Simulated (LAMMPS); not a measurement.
Quenches at 1e+13 K/s across the composition of ZnSe (zinc blende) with a share x of Zn sites Cd; each row starts from its own melt temperature.

Computed with classical MD, pair style sw, file CdTeZnSeHgS0.sw; code LAMMPS.

```
x                     density  state
----  -----------------------  -----
0.25  5.08 g/cm³ (one sample)  glass
0.5   5.12 g/cm³ (one sample)  glass
0.75  5.25 g/cm³ (one sample)  glass
```

Caution: the real compound melts congruently only under the pressure of its own vapour and loses its more volatile element when open.
